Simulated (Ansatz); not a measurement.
## Several settings converged on a (001) slab of RbAu5 (cut from a parent of space group no. 191; 12 atoms in the cell)

```xyz
12
Lattice="5.8473 0.0000 0.0000 -2.9237 5.0639 0.0000 0.0000 0.0000 20.7850" Properties=species:S:1:pos:R:3 pbc="T T T"
Rb     0.0000     0.0000     9.2617
Au     2.9237     1.6880     9.2617
Au     0.0000     3.3759     9.2617
Au     2.9237     0.0000     7.0000
Au     1.4618     2.5320     7.0000
Au    -1.4618     2.5320     7.0000
Rb     0.0000     0.0000    13.7850
Au     2.9237     1.6880    13.7850
Au     0.0000     3.3759    13.7850
Au     2.9237     0.0000    11.5233
Au     1.4618     2.5320    11.5233
Au    -1.4618     2.5320    11.5233
```

Base method: PBEsol, default PAW files made with PBE (plane waves; Ansatz, a program for electronic structure).

Base settings: basis.ecutwfc = 420 eV; kpoints.mp_grid.grid = 3 3 1; hamiltonian.xc = pbesol; hamiltonian.pseudopotentials = {kind: paw} (the program's default PAW files); scf.occupations.method = fermi_dirac; scf.occupations.width = 0.1 eV.

The count of work is k-points × plane waves × bands × iterations; it is no time. Core times come from one kind of shared machine, to one figure; runs under 30 s give none.

**The vacuum**

The mesh stays at the base's, so the ladder's end is converged at best in this setting alone.

Only quantities that move along the ladder and can be compared are tabulated.

| vacuum between outermost atoms (Å) | free energy less the last step's (meV/atom) | largest difference of a force vector from the last step's (eV/Å) | count of work / last |
|---|---|---|---|
| 3.0 | -208.41 | 1.109 | 0.21 |
| 4.0 | -65.86 | 0.403 | 0.26 |
| 5.0 | -15.34 | 0.092 | 0.32 |
| 6.0 | -4.25 | 0.053 | 0.35 |
| 7.0 | -1.64 | 0.033 | 0.37 |
| 8.0 | -0.94 | 0.023 | 0.40 |
| 10.0 | -0.58 | 0.014 | 0.46 |
| 12.0 | -0.42 | 0.010 | 0.51 |
| 14.0 | -0.31 | 0.007 | 0.57 |
| 17.0 | -0.20 | 0.005 | 0.65 |
| 20.0 | -0.12 | 0.003 | 0.73 |
| 25.0 | -0.05 | 0.001 | 0.86 |
| 30.0 | 0.00 | 0.000 | 1.0 |

Smallest vacuum between outermost atoms (Å) that holds the free energy within 5 meV/atom of the last step, with all finer ones: 6.0, at 0.35 of the last step's count of work; the step before is off by 15 meV/atom.

**The k-point mesh**

Only quantities that move along the ladder and can be compared are tabulated.

```csv
kpoints.mp_grid.grid,free energy less the last step's (meV/atom),largest difference of a force vector from the last step's (eV/Å),count of work / last,core time / last (rough)
2 2 1,37.57,0.344,0.068,–
3 3 1,3.17,0.121,0.10,–
4 4 1,-7.23,0.083,0.14,–
5 5 1,-5.46,0.016,0.17,0.2
6 6 1,-2.95,0.007,0.24,0.2
7 7 1,-1.57,0.017,0.27,0.3
8 8 1,-0.14,0.018,0.30,0.3
9 9 1,0.39,0.012,0.36,0.4
11 11 1,0.43,0.003,0.48,0.5
12 12 1,0.32,0.002,0.58,0.6
14 14 1,0.07,0.002,0.73,0.7
17 17 1,0.00,0.000,1.0,1
```

Coarsest kpoints.mp_grid.grid that holds the free energy within 2 meV/atom of the last step, with all finer ones: 7 7 1, at 0.27 of the last step's count of work and about 0.3 of the last step's time; the step before is off by 2.9 meV/atom.

Coarsest kpoints.mp_grid.grid that holds the forces within 0.02 eV/Å of the last step, with all finer ones: 5 5 1, at 0.17 of the last step's count of work and about 0.2 of the last step's time; the step before is off by 0.083 eV/Å.

On the base run: the starting cell comes from a database of computed structures (which also holds hypothetical and non-ambient phases and stackings), without a prior relaxation at this level. The slab is cut from that crystal, and its faces are unrelaxed. Its lattice was rescaled by up to half a per cent. The two faces of this cut differ, and no dipole correction was used. Without a gap this mesh is coarse (it stands for a supercell whose shortest in-plane vector is 18 Å).

Keys are those of Ansatz 0.2.
